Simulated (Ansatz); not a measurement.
The parent structure is Pd in the fcc (Cu type) structure (space group Fm-3m, No. 225; relaxed with 0.1 eV smearing).

```yaml
crystal:
  lattice:
    - [0.00000, 1.93885, 1.93885]
    - [1.93885, 0.00000, 1.93885]
    - [1.93885, 1.93885, 0.00000]
  atoms:
    - { symbol: Pd, position: [0.00000, 0.00000, 0.00000] }
```

Cartesian axes are those of the cell as printed.

Calculations: PBEsol (Ansatz, a first-principles code; PAW; 420 eV plane waves; no spin-orbit coupling).

Strains are applied to the cell and any free atomic positions relax; under biaxial strain the out-of-plane vector relaxes too.

One change was made to it. Results:

```json
[
 {"quantity": "volume per atom", "base": "14.58 Å³", "after": "14.72 Å³"},
 {"quantity": "energy relative to the base (free energy F)", "base": "0 meV/atom", "after": "+5.2 meV/atom"},
 {"quantity": "pressure (mean of the normal stresses, compression positive)", "base": "0.0 GPa", "after": "-1.8 GPa"}
]
```

Q: What was done to the base?
A) biaxial strain +2.50 %, plane normal [001], relaxed out of plane
B) biaxial strain +1.50 %, plane normal [001], relaxed out of plane
C) biaxial strain −0.50 %, plane normal [001], relaxed out of plane
D) biaxial strain +2.00 %, plane normal [001], relaxed out of plane

A: D, biaxial strain +2.00 %, plane normal [001], relaxed out of plane. For comparison, the energy relative to the base in the other runs: biaxial strain +1.50 %, plane normal [001], relaxed out of plane gives +3.0 meV/atom; biaxial strain +2.50 %, plane normal [001], relaxed out of plane gives +7.8 meV/atom; biaxial strain −0.50 %, plane normal [001], relaxed out of plane gives +0.4 meV/atom.

No phonon test of stability was made. All final runs are without spin polarisation.
